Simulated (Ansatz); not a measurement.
**ZnO in the wurtzite structure (space group P6_3mc, No. 186)**

```xyz
4
Lattice="3.2796 0.0000 0.0000 -1.6398 2.8402 0.0000 0.0000 0.0000 5.2933" Properties=species:S:1:pos:R:3 pbc="T T T"
Zn     1.6398     0.9467     0.0114
Zn     0.0000     1.8935     2.6580
O      1.6398     0.9467     3.2980
O      0.0000     1.8935     0.6513
```

Method: DFT with PBE, PAW potentials and a 420 eV plane-wave cutoff in Ansatz (a quantum-chemistry and plane-wave program), scalar-relativistic without spin-orbit coupling. Γ-centred 12×12×6 mesh, Fermi–Dirac width 0.05 eV.

```json
{
  "volume_per_atom": "12.33 Å³",
  "density": "5.48 g/cm³",
  "band_gap": "0.74 eV, direct at Γ",
  "electron_mass": "0.14 mₑ",
  "Lowest conduction-band minima above the VBM": "Γ 0.74 eV",
  "total_energy": "-1943.423 eV/atom (σ→0; compares only within this code and set-up)"
}
```

Effective masses come from finite differences of ±0.01 Å⁻¹. No phonon test of stability was made.
